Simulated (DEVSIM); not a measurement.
Device: abrupt Si p-n junction, at 300 K.

Layer 1 from the left is Si, thickness (μm) 7.30, Na (cm⁻³) 1.5e16, τn (s) 1.9e-7, τp (s) 1.9e-7. Layer 2 from the left is Si, thickness (μm) 4.70, Nd (cm⁻³) 4.5e15, τn (s) 1.9e-7, τp (s) 1.9e-7.

Left contact: ohmic. Right contact: ohmic. Voltage is applied to the left contact. Recombination: SRH at mid-gap, radiative. Mobility is constant in doping.

The device is made up for the run: typed textbook-type constants, with dimensions and the other settings drawn at random. Values at 300 K.

Si: gap (eV) 1.124, affinity (eV) 4.05, permittivity 11.7, Nc (cm⁻³) 2.86e19, Nv (cm⁻³) 3.1e19, μn (cm²/Vs) 1417, μp (cm²/Vs) 470, B (cm³/s) 4.7e-15.

Q: Estimate by hand the built-in potential, the peak field at zero bias, the capacitance at -6 V, and compare with a numerical solution.

A: 
- Built-in potential: ni = √(Nc Nv) exp(−Eg/2kT) = 1.08e10 cm⁻³ with Eg = 1.124 eV; Vbi = kT/q ln(Na Nd/ni²) = 0.700 V; numerical 0.700 V.
- Peak field at zero bias: depletion approximation: W = √(2εVbi/(qN)) = 0.511 μm with N = 3.46e15 cm⁻³; field = 2Vbi/W = 27400 V/cm; numerical 26400 V/cm (estimate above by 3.9 %).
- Capacitance at -6 V: C = √(qεN / 2(Vbi + |V|)) = 6.55 nF/cm²; numerical 6.57 nF/cm².

Model (solved in DEVSIM): 1D drift-diffusion, Boltzmann statistics, complete ionisation; no tunnelling, impact ionisation, image-force lowering or self-heating.
